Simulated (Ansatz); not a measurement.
Functionals compared on a constructed model of the (0001) surface of hcp Ru, a pseudomorphic layer of Ag in the host's stacking (bottom of the slab: a bare face, its two planes held), in Ansatz (plane waves, PAW). The structure was relaxed with PBE; the other rows are single points on it. Cutoff 420 eV (500 eV for r2SCAN).

Slab: 7 atoms, 13.3 Å thick at the start with caps and adatoms (thin: gaps and levels are the slab's own); k 16x16x1, smearing 0.1 eV, dipole-corrected; 2 atoms held, the rest relaxed; symmetry of the start imposed; no spin, no spin-orbit, no U. In PBE it is, or lies within 0.01 eV a 1x1 cell of, the lowest of the 2 structures of its composition computed so far; subsurface sites and larger cells were not tried. These notes are the PBE run's.

| functional | work function of the top face (eV) | rough cost of the single point |
|---|---|---|
| PBE | 4.60 | – |
| RPBE | ___ | very roughly 26 core-seconds |
| r2SCAN | 4.57 | around 50 core-seconds (rough) |

Q: Fill in the missing entries.

A: 
- RPBE, work function of the top face (eV): 4.40

Ansatz is a program for electronic structure.
